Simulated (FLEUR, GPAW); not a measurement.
A GPAW input for a self-consistent single point of SnO (P4/nmm, 4 atoms in the cell) (DFT LDA (Perdew-Wang 92), plane waves, GPAW PAW datasets LDA (gpaw-data 1.0.1)):

```python
from ase import Atoms
from ase.units import GPa
from gpaw import GPAW, PW, FermiDirac

atoms = Atoms(['Sn', 'Sn', 'O', 'O'],
              cell=[[3.791260, 0.000000, 0.000000],
                    [0.000000, 3.791260, 0.000000],
                    [0.000000, 0.000000, 4.828868]],
              positions=[[1.895630, 0.000000, 3.679597],
                         [0.000000, 1.895630, 1.149271],
                         [1.895630, 1.895630, 0.000000],
                         [0.000000, 0.000000, 0.000000]],
              pbc=True)

calc = GPAW(mode=PW(900),
            xc='LDA',
            kpts={'size': (7, 7, 6), 'gamma': True},
            occupations=FermiDirac(0.02),
            nbands=-4,
            convergence={'forces': 0.001, 'bands': -2},
            symmetry={'symmorphic': False, 'tolerance': 0.0005},
            maxiter=120)

atoms.calc = calc

energy = atoms.get_potential_energy()
print('Energy (eV):', round(energy, 6))
forces = atoms.get_forces()
print('Forces (eV/Ang):')
print(forces.round(5))
stress = atoms.get_stress()
print('Stress (GPa, Voigt):', (stress / GPa).round(4))
```

Task: Give the FLEUR input for the same structure, mesh, smearing and functional.

Result: One input that does it (others would too):

Input of the input generator:

```
SnO crystal
&input film=f /
1.0000000000 0.0000000000 0.0000000000
0.0000000000 1.0000000000 0.0000000000
0.0000000000 0.0000000000 1.2736842105
7.1644430672
1.0 1.0 1.0

4
50 0.5000000000 0.0000000000 0.7620000000
50 0.0000000000 0.5000000000 0.2380000000
8 0.5000000000 0.5000000000 0.0000000000
8 0.0000000000 0.0000000000 0.0000000000

&comp jspins=1 /
&exco xctyp='pz' /
&kpt div1=7 div2=7 div3=6 gamma=t /
&end /
```

```xml
<?xml version="1.0" encoding="UTF-8" standalone="no"?>
<fleurInput fleurInputVersion="0.39">
   <comment>
      SnO crystal                                                                                         
   </comment>
   <calculationSetup>
      <cutoffs Kmax="4.4" Gmax="17.6" GmaxXC="17.6" numbands="0"/>
      <scfLoop itmax="100" minDistance="0.00001" maxIterBroyd="40" imix="Anderson" alpha="0.05" precondParam="0.0" spinf="2.0"/>
      <coreElectrons ctail="T" frcor="F" kcrel="0" coretail_lmax="0"/>
      <xcFunctional name="pz" relativisticCorrections="F"/>
      <magnetism jspins="1"/>
      <soc l_soc="F" theta="0.0" phi="0.0" spav="F"/>
      <expertModes spex="0" secvar="F"/>
      <geometryOptimization l_f="T" forcealpha="1.0" forcemix="BFGS" epsdisp="0.00001" epsforce="0.00001"/>
      <ldaU l_linMix="F" mixParam="0.05" spinf="1.0"/>
   </calculationSetup>
   <cell>
      <bzIntegration valenceElectrons="40.0" mode="hist" fermiSmearingEnergy="0.00073499">
         <kPointListSelection listName="default-1"/>
         <!-- k-points included here -->
         <xi:include xmlns:xi="http://www.w3.org/2001/XInclude" href="kpts.xml"> </xi:include>
      </bzIntegration>
      <!-- symmetry operations included here -->
      <xi:include xmlns:xi="http://www.w3.org/2001/XInclude" href="sym.xml"> </xi:include>
      <bulkLattice scale="1.0">
         <bravaisMatrix>
            <row-1>    7.1644430671999997     0.0000000000000000     0.0000000000000000</row-1>
            <row-2>    0.0000000000000000     7.1644430671999997     0.0000000000000000</row-2>
            <row-3>    0.0000000000000000     0.0000000000000000     9.1252380117188299</row-3>
         </bravaisMatrix>
      </bulkLattice>
   </cell>
   <atomSpecies>
      <species name="Tin (Sn)" element="Sn" atomicNumber="50">
         <mtSphere radius="2.45" gridPoints="863" logIncrement="0.015"/>
         <atomicCutoffs lmax="10" lnonsphr="8"/>
         <electronConfig flipSpins="F">
            <coreConfig>(1s1/2) (2s1/2) (2p1/2) (2p3/2) (3s1/2) (3p1/2) (3p3/2) (4s1/2) (3d3/2) (3d5/2) (4p1/2) (4p3/2)</coreConfig>
            <valenceConfig>(5s1/2) (4d3/2) (4d5/2) (5p1/2) (5p3/2)</valenceConfig>
            <stateOccupation state="(5p1/2)" spinUp="0.3333333333333" spinDown="0.3333333333333"/>
            <stateOccupation state="(5p3/2)" spinUp="0.6666666666667" spinDown="0.6666666666667"/>
         </electronConfig>
         <energyParameters s="5" p="5" d="5" f="4"/>
         <lo type="SCLO" l="2" n="4" eDeriv="0"/>
      </species>
      <species name="Oxygen (O)" element="O" atomicNumber="8">
         <mtSphere radius="1.38" gridPoints="487" logIncrement="0.022"/>
         <atomicCutoffs lmax="6" lnonsphr="4"/>
         <electronConfig flipSpins="F">
            <coreConfig>(1s1/2)</coreConfig>
            <valenceConfig>(2s1/2) (2p1/2) (2p3/2)</valenceConfig>
            <stateOccupation state="(2p1/2)" spinUp="0.6666666666667" spinDown="0.6666666666667"/>
            <stateOccupation state="(2p3/2)" spinUp="1.3333333333333" spinDown="1.3333333333333"/>
         </electronConfig>
         <energyParameters s="2" p="2" d="3" f="4"/>
      </species>
   </atomSpecies>
   <atomGroups>
      <atomGroup species="Tin (Sn)">
         <relPos label="                   1">1.000/4.000 -1.000/4.000 -.2380000000</relPos>
         <relPos label="                   2">-1.000/4.000 1.000/4.000 .2380000000</relPos>
         <force calculate="T" relaxXYZ="TTT"/>
      </atomGroup>
      <atomGroup species="Oxygen (O)">
         <relPos label="                   3">1.000/4.000 1.000/4.000 .0000000000</relPos>
         <relPos label="                   4">-1.000/4.000 -1.000/4.000 .0000000000</relPos>
         <force calculate="T" relaxXYZ="TTT"/>
      </atomGroup>
   </atomGroups>
   <output dos="F" band="F" slice="F">
      <checks vchk="F" cdinf="F"/>
      <bandDOS minEnergy="-.5*Htr" maxEnergy="0.5*Htr" sigma="0.015" storeEVData="T"/>
      <vacuumDOS vacdos="F" integ="F" star="F" nstars="0" locx1="0.0" locy1="0.0" locx2="0.0" locy2="0.0" nstm="0" tworkf="0.0"/>
      <unfoldingBand unfoldBand="F" supercellX="1" supercellY="1" supercellZ="1"/>
      <plotting iplot="0" polar="F">
         <plot TwoD="T" vec1="  1.0  0.0  0.0" vec2="  0.0  1.0  0.0" vec3="  0.0  0.0  1.0" zero="  0.0  0.0  0.0" file="plot"/>
      </plotting>
      <chargeDensitySlicing numkpt="0" minEigenval="0.0" maxEigenval="0.0" nnne="0" pallst="F"/>
      <specialOutput eonly="F"/>
      <magneticCircularDichroism mcd="F" energyLo="-10.0" energyUp="0.0"/>
   </output>
  <!-- We include the file relax.xml here to enable relaxations (see documentation) -->
  <xi:include xmlns:xi="http://www.w3.org/2001/XInclude" href="relax.xml"> <xi:fallback/> </xi:include>
</fleurInput>
```

Basis, cutoffs, solver keys and any potentials are the target program's own. This input uses DFT, LDA (Perdew-Zunger), all-electron FLAPW (FLEUR), scalar-relativistic valence. LDA parametrisations can differ slightly between programs.

The starting cell has typed, rounded lattice constants, without a prior relaxation at this level. Its lattice was rescaled by a random factor within 2.5 % of one.
